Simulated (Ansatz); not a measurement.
**Au on the (0001) surface of wurtzite GaN (2x2 N adatom at H3; a constructed slab, bottom: 3 H on 4 bottom sites), one in a cell of 36 Å², started at the site 'hollow N-N-N over Ga at depth 1.8 Å'**

Host crystal: wurtzite GaN, with a band gap (PBE, scalar-relativistic without spin-orbit coupling).

These are PBE (plane waves to 420 eV, PAW; Ansatz, a first-principles code) values and carry that method's errors.

Set-up: 45 atoms, 13.4 Å thick at the start with caps and adatoms under the adsorbate (thin: gaps and levels are the slab's own); mesh 4x4x1; 0.01 eV smearing; dipole correction on; 23 atoms held, the rest relaxed; start symmetry kept, larger cells not searched; spin-polarised, ending with about 1.0 μB a cell; orders that need a larger cell were not tried, no spin-orbit, no U, no dispersion correction. At the end it is bonded to Ga. In PBE it is, or lies within 0.03 eV of, the lowest of the starts that converged.

adsorption energy against an atom of fcc Au: 764 meV
gap of the slab on its k-mesh: 0.88 eV
highest filled level below the top vacuum level: 5.92 eV
change of the step from the bottom to the top vacuum level, against the clean slab: -0.72 eV
energy released by relaxation: 0.78 eV
height of the binding atom over the mean of the host atoms within 0.3 Å of the top one: 1.157 Å
magnetic moment of the cell: 1.00 μB
nearest host atoms of the binding atom: Ga at 2.41 Å, N at 3.59 Å, N at 3.59 Å
largest move of a host atom: 0.41 Å
caution: the clean host was not checked against rearrangement in a larger or rattled cell

A negative adsorption energy means that the adsorbate is more stable on the surface than in its reference.
